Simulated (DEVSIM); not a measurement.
Structure: Al/La2O3/p-In0.53Ga0.47As capacitor, at 300 K.

Layer 1 from the left is La2O3, thickness (nm) 8.30. Layer 2 from the left is In0.53Ga0.47As, thickness (nm) 11000, Na (cm⁻³) 2.6e15.

Metal gate on the left, work function 4.1 eV. Fixed charge at the semiconductor interface -9.1e11 cm⁻² (in units of +e); no interface traps.

Constants are typed, rounded textbook-type inputs, not results; the design itself was drawn at random and stands for no fabricated device. Values at 300 K.

La2O3: gap (eV) 5.8, affinity (eV) 1.8, permittivity 27. In0.53Ga0.47As: gap (eV) 0.74, affinity (eV) 4.51, permittivity 13.9, Nc (cm⁻³) 2.1e17, Nv (cm⁻³) 7.7e18.

Q: Estimate by hand the flat-band voltage, the threshold voltage, and compare with a numerical solution.

A: 
- Flat-band voltage: C = 2.88 μF/cm², work-function difference -0.943 V; VFB = φms − qNf/C = -0.89 V; numerical -0.89 V.
- Threshold voltage: φF = 0.210 V, depletion charge √(4εqNφF) = 2.07e-8 C/cm²; VT = VFB + 2φF + Qd/C = -0.47 V; numerical -0.47 V.

DEVSIM, 1D Poisson equation in equilibrium, Boltzmann statistics, complete ionisation; no quantum confinement or tunnelling. Metal contacts follow the ideal Schottky-Mott rule: no Fermi-level pinning, no interface dipoles.
